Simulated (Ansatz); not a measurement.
Density of states of SrHfO3 (Pm-3m) below the valence band maximum, PBEsol, rigid bands run with Ansatz (a program for electronic structure); cell volume 69.2 Å³.

(energy from edge (eV), 10⁻³ states/eV/cell): (0.006, 479); (0.031, 1130); (0.056, 1750); (0.081, 2580); (0.106, 2580); (0.131, 2570); (0.156, 2550); (0.181, 2660); (0.206, 2860); (0.231, 3000); (0.256, 3160); (0.281, 3320); (0.319, 3630); (0.344, 3930); (0.369, 4340); (0.394, 4890); (0.419, 4950); (0.444, 4990); (0.469, 5080); (0.494, 5170); (0.519, 5250); (0.544, 5370); (0.569, 5490); (0.594, 5570)

### Question
What effective density of states at 300 K does this give (∫ g(E) exp(−E/k_BT) dE, both spins, divided by the cell's size)?

### Answer
3.7e20 cm⁻³, a density-of-states mass of 6.0 mₑ, valleys and band degeneracy included.

Spin-orbit coupling is left out; where it splits the top of the valence band, N_v and the p-type Seebeck coefficient come out somewhat high without it. Geometry: cell and atoms relaxed with PBEsol.

Formula and space group known from diffraction (Crystallography Open Database), not checked to be the room-temperature form: SrHfO3 (Pm-3m).
